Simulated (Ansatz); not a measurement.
How far PBE and r2SCAN part for AlN, uniaxial strain ε_zz = +1.81 %

Base system: AlN in the wurtzite structure (space group P6_3mc, No. 186; a = 3.1298 Å, c = 5.0173 Å). Axes: x lies along a and z along c of the hexagonal cell.

(Cell as relaxed with PBE.)

Levels (all Ansatz, a quantum-chemistry and plane-wave program, PAW, earlier PAW set): PBE (420 eV, no spin-orbit coupling); r2SCAN (500 eV, scalar-relativistic without spin-orbit coupling).

Each level relaxes its own structure.

| base | PBE | r2SCAN |
|---|---|---|
| volume per atom | 10.64 Å³ | 10.40 Å³ |
| lattice parameter a | 3.130 Å | 3.107 Å |
| band gap | 4.04 eV | 4.87 eV |

One thing is altered: the cell is stretched by 1.81 % along z with no lateral relaxation, atoms relaxed at fixed cell.

| quantity | PBE | r2SCAN |
|---|---|---|
| stress (xx, yy, zz, yz, xz, xy; compression positive) | (-1.60, -1.60, -6.35, 0.00, 0.00, 0.00) GPa | (withheld) |
| electron mass | 0.27 mₑ along z, 0.29 mₑ across (at Γ) | (withheld) |
| valence-band top at Γ (three highest levels, from the VBM) | 0.00, -0.05, -0.05 eV | (withheld) |
| band gap | 3.96 eV | (withheld) |

Q: Predict the r2SCAN column.

A: 
- stress (xx, yy, zz, yz, xz, xy; compression positive), r2SCAN: (-1.71, -1.71, -6.93, 0.00, 0.00, 0.00) GPa
- electron mass, r2SCAN: 0.28 mₑ along z, 0.31 mₑ across (at Γ)
- valence-band top at Γ (three highest levels, from the VBM), r2SCAN: 0.00, -0.07, -0.07 eV
- band gap, r2SCAN: 4.79 eV

PBE's band gap lies 0.83 eV below r2SCAN's. Neither level is exact; r2SCAN is the comparison here, not a measurement.

Effective masses come from finite differences of ±0.01 Å⁻¹. Stability against distortions was not tested.
